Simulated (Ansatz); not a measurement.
Ansatz (a program for electronic structure) run on RbH3O2 (Cmc2_1, 12 atoms in the cell): self-consistent single point.

Method of the run: r2SCAN, default PAW files made with PBE (plane waves; Ansatz).

```xyz
12
Lattice="2.1105 -5.4373 0.0000 2.1105 5.4373 0.0000 0.0000 0.0000 5.9398" Properties=species:S:1:pos:R:3 pbc="T T T"
Rb     2.1105     3.7661     1.5718
Rb     2.1105    -3.7661     4.5417
H      2.1105    -0.1130     0.1283
H      2.1105     0.1130     3.0982
H      0.8147     1.1734     1.7787
H      3.4063    -1.1734     4.7486
H      3.4063     1.1734     1.7787
H      0.8147    -1.1734     4.7486
O      2.1105     3.7125     4.4871
O      2.1105    -3.7125     1.5172
O      2.1105    -0.3632     5.1294
O      2.1105     0.3632     2.1595
```

Reference input (self-consistent single point, DFT, r2SCAN, plane waves, default PAW files made with PBE): basis.ecutwfc = 500 eV; kpoints.mp_grid.grid = 4 4 3; hamiltonian.xc = r2scan; hamiltonian.pseudopotentials = {kind: paw} (the program's default PAW files); scf.occupations.method = fixed. This run's input differs from it in these lines:

Ansatz 0.2 input:
```diff
@@ -19,3 +19,3 @@
 basis:
-  ecutwfc: 500.0 eV
+  ecutwfc: 250.0 eV
 kpoints:
```

Output, abridged:

```
SCF iter   1: F=—  HF=-8923.647647 eV  |F-HF|=—  |Δ(HF+E_count)|=         —  Δρ=4.01e-2  dr2=5.79e-1  dr2_τ=4.21e-1  ethr=1.77e-3  ⟨swp⟩=4.5  Hψ=1994  notcnv=0  defer=116
all-band conjugate gradients solve this SCF's bands
preconditioner: auto → Resta (q_TF=auto, 2.293 Å⁻¹)
SCF iter   2: F=—  HF=-8923.586520 eV  |F-HF|=—  |Δ(HF+E_count)|=   6.11e-2  Δρ=1.56e-2  dr2=9.10e-2  dr2_τ=4.11e-2  ethr=1.21e-3  ⟨swp⟩=2.0  Hψ=832  notcnv=0  defer=127
   [... lines left out ...]
SCF iter   6: F=—  HF=-8923.608968 eV  |F-HF|=—  |Δ(HF+E_count)|=   7.03e-6  Δρ=4.49e-5  dr2=1.87e-6  dr2_τ=5.59e-7  ethr=5.41e-8  ⟨swp⟩=2.0  Hψ=822  notcnv=0  defer=87
SCF iter   7: F=—  HF=-8923.608968 eV  |F-HF|=—  |Δ(HF+E_count)|=   4.57e-8  Δρ=1.22e-5  dr2=1.81e-7  dr2_τ=7.51e-9  ethr=3.89e-9  ⟨swp⟩=3.0  Hψ=869  notcnv=0  defer=87
SCF iter   8: F=-8923.608968 eV  HF=-8923.608968 eV  |F-HF|=1.15e-9  |Δ(HF+E_count)|=   8.58e-8  Δρ=1.73e-6  dr2=4.37e-9  dr2_τ=3.81e-10  ethr=2.08e-10  ⟨swp⟩=13.4  Hψ=3019  notcnv=0
SCF 1 converged in 8 iterations: F = -8923.608968 eV  dr2 = 4.37e-9
Free energy (F): -8923.608968 eV
Internal energy: -8923.608968 eV  (E = F + TS)
E sigma→0 (E₀):  -8923.608968 eV
Fermi energy:    1.803745 eV
--- Forces (eV/Å), atoms counted from 1 ---
  atom   1  Rb     0.00000000    -0.00141151     0.00711286
  atom   2  Rb     0.00000000     0.00141151     0.00711286
  atom   3  H      0.00000000    -0.14183299    -0.48063640
  atom   4  H      0.00000000     0.14183299    -0.48063640
  atom   5  H     -0.17663096     0.08117716    -0.02252473
  atom   6  H      0.17663096    -0.08117716    -0.02252473
  atom   7  H      0.17663096     0.08117716    -0.02252473
  atom   8  H     -0.17663096    -0.08117716    -0.02252473
  atom   9  O      0.00000000     0.07869168     0.02000981
   [... lines left out ...]
  atom  12  O      0.00000000    -0.25279235     0.49866020
--- Stress (GPa, compression-positive) ---
       -0.168234       0.000000       0.000000
        0.000000      -0.004190       0.000000
        0.000000       0.000000      -1.087655
  P = ⅓ Tr σ = -0.4200 GPa (-4.200 kbar)
  The stress holds the Pulay correction. Without it, at fixed plane waves, as pw.x and ABINIT print it: P = -39.0253 GPa
```

The run converged in 8 iterations. Against the reference run the free energy rises by 624 meV/atom, the pressure goes from 0.07 to -0.42 GPa, the largest force goes from 0.175 to 0.559 eV/Å and the gap on the mesh goes from 5.111 to 5.022 eV.

The starting cell comes from a database of computed structures (which also holds hypothetical and non-ambient phases and stackings), without a prior relaxation at this level. Ansatz's pressure includes its estimate of the finite-basis (Pulay) stress. Without the estimate this run gives -39.03 GPa. The cutoff lies below the one recommended for these files.
